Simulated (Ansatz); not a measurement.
## Response to strain in hypothetical fluorite ZrSe2

The reference is ZrSe₂ in the fluorite structure (space group Fm-3m, No. 225; a hypothetical phase, not in the database extracts checked; relaxed with 0.1 eV smearing).

```yaml
crystal:
  lattice:
    - [0.00000, 3.25338, 3.25338]
    - [3.25338, 0.00000, 3.25338]
    - [3.25338, 3.25338, 0.00000]
  atoms:
    - { symbol: Zr, position: [0.00000, 0.00000, 0.00000] }
    - { symbol: Se, position: [0.25000, 0.25000, 0.25000] }
    - { symbol: Se, position: [0.75000, 0.75000, 0.75000] }
```

Cartesian axes are those of the cell as printed.

Strains are applied to the cell and any free atomic positions relax; under biaxial strain the out-of-plane vector relaxes too.

Calculations: Ansatz (a first-principles code), PBEsol, PAW, cutoff 420 eV, scalar-relativistic without spin-orbit coupling.

Candidates:
(a) isotropic strain +1.14 %
(b) isotropic strain −1.75 %
(c) biaxial strain −0.55 %, plane normal [110], relaxed out of plane
(d) uniaxial strain ε_yy = +4.71 %
(e) strain tensor (xx, yy, zz, yz, xz, xy) = (−0.50, +0.97, +0.43, +0.50, +0.12, +0.02) %

Notes on the quantities. energy relative to the base: free energy F.

**Question.** Order them by energy relative to the base, highest first.

**Answer.** (d) uniaxial strain ε_yy = +4.71 % (+25 meV/atom), (b) isotropic strain −1.75 % (+19 meV/atom), (a) isotropic strain +1.14 % (+7.5 meV/atom), (e) strain tensor (xx, yy, zz, yz, xz, xy) = (−0.50, +0.97, +0.43, +0.50, +0.12, +0.02) % (+1.3 meV/atom), (c) biaxial strain −0.55 %, plane normal [110], relaxed out of plane (+0.2 meV/atom)

No phonon test of stability was made. The final runs are not spin-polarised.
